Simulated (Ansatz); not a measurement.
The reference is HfC in the rock salt structure (space group Fm-3m, No. 225; relaxed with 0.1 eV smearing).

```
CELL_PARAMETERS angstrom
      0.00000     2.32565     2.32565
      2.32565     0.00000     2.32565
      2.32565     2.32565     0.00000
ATOMIC_POSITIONS crystal
  Hf 0.00000 0.00000 0.00000
  C  0.50000 0.50000 0.50000
```

Cartesian axes are those of the cell as printed.

Level of theory: Ansatz (a program for electronic structure) PBE, no spin-orbit coupling.

The change: the cell is scaled by 1.0100 in all directions, atoms relaxed at fixed cell.

Q: Predict the stress tensor and what it implies for the stiffness.

A: Stress of the strained cell less that of the base (GPa, compression positive):
```
   -6.6     0.0     0.0
    0.0    -6.6     0.0
    0.0     0.0    -6.6
```

Then B = −ΔP/(ΔV/V₀) with ΔV/V₀ = 0.0303 gives secant stiffness values (nonlinear terms included at this strain): B ≈ 217 GPa.

As a check, the harmonic strain energy −½ V₀ Δσ:ε is 7.8 meV/atom; the computed energy rise is 8.0 meV/atom.

No phonon test of stability was made. All final runs are without spin polarisation.
